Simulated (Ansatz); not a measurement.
## Hypothetical P-3m1 In2O3: pressure 5 GPa

Start from In₂O₃ (space group P-3m1, No. 164; a = 3.4191 Å, c = 6.0937 Å; a hypothetical phase, not in the database extracts checked).

It is then changed as follows: cell and atoms relaxed at a pressure of 5 GPa.

All numbers come from PBEsol (Ansatz, a program for electronic structure), no spin-orbit coupling. Γ-centred 11×11×6 mesh, Fermi–Dirac width 0.05 eV.

- Density = 7.73 g/cm³ (base 7.47 g/cm³)
- c/a ratio = 1.740 (base 1.782)
- Shortest interatomic distance = 2.074 Å (base 2.085 Å)
- Enthalpy H = E + PV relative to the base's energy = +0.38 eV/atom
- Band gap = 0.80 eV (base 0.70 eV)
- Gap character = indirect, K → Γ (base indirect, L → Γ)
- Width of the top valence band = 0.71 eV (base 0.70 eV)
- Electron mass = 0.11 mₑ along c, 0.15 mₑ across (at Γ) (base 0.093 mₑ along c, 0.15 mₑ across (at Γ))

Cost of the whole job for the changed cell (relaxation, final SCF and bands): around 80 core-seconds (rough).

Load acts through the strain it causes; cell and atoms are relaxed under it. Masses are band curvatures over ±0.01 Å⁻¹ around the edge. No phonon test of stability was made. Competing high-pressure phases were not computed. The base started in P3m1 and relaxed to P-3m1 at this level.
